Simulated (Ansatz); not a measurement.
We consider B20 (FeSi-type) MnGe, described by BLYP in Ansatz (PAW).

Run with plane-wave cutoff 520 eV, 12×12×12 k mesh, Fermi–Dirac smearing 0.05 eV, spin-polarised start, scalar-relativistic PAW data made under PBE.

Cell (relaxed at this level):

Space group P2₁3 (No. 198); a = 4.861 Å, b = 4.861 Å, c = 4.861 Å, α = 90.00°, β = 90.00°, γ = 90.00°

```json
[
 {"atom": "Mn", "site": "4a", "symmetry": ".3.", "x": "0.1326", "y": "0.1326", "z": "0.1326"},
 {"atom": "Ge", "site": "4a", "symmetry": ".3.", "x": "0.8410", "y": "0.8410", "z": "0.8410"}
]
```

Q: Give the computed bulk modulus and pressure derivative B′ of the bulk modulus.

A: 
- bulk modulus: 104 GPa
- pressure derivative B′ of the bulk modulus: 7.8

The run finds no gap.

Note: the magnetic order was assumed, not searched for or taken from measurement; the relaxation could not lower the start's symmetry, so the cell can be a saddle point above a distorted one.

The computed numbers hold no vibrational or temperature effects.

Computing time: about 40 core-minutes (a rough figure).

Ansatz is an electronic-structure program.
